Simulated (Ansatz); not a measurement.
Base system: TiO2 in the anatase structure (space group I4_1/amd, No. 141; a = 3.770 Å, c = 9.552 Å). Axes: x, y, z lie along a, b, c of the conventional cell.

Method: PBEsol (Ansatz, an electronic-structure program, PAW, without spin-orbit coupling).

Before the change:

- Pressure: 0.00 GPa

The change: uniaxial strain ε_xx = −2.40 %, all other strain components held at zero, atoms relaxed at fixed cell.

Problem. How does this affect the pressure?

Solution. The pressure (mean of the normal stresses, compression positive) goes from zero to 5.84 GPa.

Problem. What happens to the largest internal atomic displacement?

Solution. The largest internal atomic displacement amounts to 0.025 Å.

Problem. How does this affect the energy relative to the base?

Solution. The energy goes up by 7.7 meV/atom.

Stability against distortions was not tested. The final runs are not spin-polarised.
